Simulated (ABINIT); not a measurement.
ABINIT run on BaC2 (C2/c, 6 atoms in the cell): self-consistent single point.

Level of theory: LDA (PW92), PAW (JTH v2.0 LDA PAW) (plane waves; ABINIT).

```xyz
6
Lattice="3.7749 -2.3540 0.0000 3.7749 2.3540 0.0000 -2.8392 0.0000 7.7139" Properties=species:S:1:pos:R:3 pbc="T T T"
Ba     3.0651    -1.4605     1.9285
Ba     1.6456     1.4605     5.7854
C      4.3191     0.7234     3.4368
C      0.3916    -0.7234     4.2771
C      1.8112     0.7234     0.4202
C      2.8995    -0.7234     7.2937
```

Reference input (self-consistent single point, DFT, PBEsol, plane waves, PAW (JTH v2.0 PBE PAW, files made for PBE)): pseudos = [Ba.GGA_PBE-JTH.xml, C.GGA_PBE-JTH.xml]; ecut = 571 eV; pawecutdg = 1143 eV; pawxcdev = 0; ixc = -116133; occopt = 3; tsmear = 0.00183747 Ha; ngkpt = 5 5 3; nshiftk = 1; shiftk = 0 0 0; potentials = JTH v2.0 PBE PAW; nband = 24. This run's input differs from it in these lines:

```diff
@@ -1,4 +1,4 @@
-# BaC2, JTH v2.0 PBE PAW
+# BaC2, JTH v2.0 LDA PAW
 pp_dirpath "./"
-pseudos "Ba.GGA_PBE-JTH.xml, C.GGA_PBE-JTH.xml"
+pseudos "Ba.LDA_PW-JTH.xml, C.LDA_PW-JTH.xml"
 acell 8.4069135244 8.4069135244 15.5331510981
@@ -24,3 +24,2 @@
 pawxcdev 0
-ixc -116133
 occopt 3
```

Its files differ too (potentials: JTH v2.0 PBE PAW → JTH v2.0 LDA PAW).

Log, with long lists cut:

```
--- !BeginCycle
solver: {iscf: 17, nstep: 60, nline: 4, wfoptalg: 10, }
tolerances: {tolvrs: 1.00E-11, }
...

     iter   Etot(hartree)      deltaE(h)  residm     nres2
 ETOT  1  -75.160758844047    -7.516E+01 2.255E-02 5.060E+01
 ETOT  2  -74.968521133776     1.922E-01 4.826E-03 3.281E+00
 ETOT  3  -74.963958456382     4.563E-03 1.446E-03 5.465E-01
 ETOT  4  -74.963420433080     5.380E-04 8.352E-04 2.355E-02
 ETOT  5  -74.963516372248    -9.594E-05 2.856E-04 1.374E-03
   [... 5 lines left out ...]
 ETOT 11  -74.963522806819     2.309E-11 6.340E-05 1.499E-09
 ETOT 12  -74.963522806825    -5.940E-12 4.625E-05 2.767E-10
 ETOT 13  -74.963522806825     4.974E-13 2.787E-05 2.318E-11
 ETOT 14  -74.963522806826    -1.194E-12 1.925E-05 6.214E-12
 At SCF step   14       nres2   =  6.21E-12 < tolvrs=  1.00E-11 =>converged.

 Cartesian components of stress tensor (hartree/bohr^3)
  sigma(1 1)=  5.75649360E-05  sigma(3 2)=  0.00000000E+00
  sigma(2 2)=  1.64277119E-05  sigma(3 1)=  6.71232281E-06
  sigma(3 3)=  2.45131195E-05  sigma(2 1)=  0.00000000E+00

 ----iterations are completed or convergence reached----

 reduced coordinates (array xred) for    6 atoms
       0.810210003534      0.189790000868      0.250000002193
       0.189790000868      0.810210003534      0.750000002193
       0.585970002597      0.893270003917      0.445530003052
       0.414030001805      0.106730000484      0.554470001334
       0.106730000484      0.414030001805      0.054470001334
       0.893270003917      0.585970002597      0.945530003052
 cartesian forces (eV/Angstrom) at end:
   [... lines left out ...]
 Fermi (or HOMO) energy (eV) =   1.35426   Average Vxc (eV)=  -9.21421
   [... lines left out ...]
'-kT*entropy'       : -8.82232982524395E-12
total_energy        : -7.49635238522601E+01
total_energy_eV     : -2.03986122304212E+03
...

-Cartesian components of stress tensor (GPa)         [Pressure= -9.6605E-01 GPa]
- sigma(1 1)=  1.69361860E+00  sigma(3 2)=  0.00000000E+00
- sigma(2 2)=  4.83319889E-01  sigma(3 1)=  1.97483322E-01
- sigma(3 3)=  7.21200754E-01  sigma(2 1)=  0.00000000E+00

 Calculation completed.
```

The run converged in 14 iterations. Against the reference run the pressure goes from 1.14 to -0.97 GPa, the largest force goes from 1.355 to 0.785 eV/Å and the gap on the mesh goes from 2.197 to 2.132 eV.

The starting cell comes from a database of computed structures (which also holds hypothetical and non-ambient phases and stackings), without a prior relaxation at this level. Its lattice was rescaled by a random factor within 2.5 % of one.

Cost on one core of a shared machine: roughly 5 min.
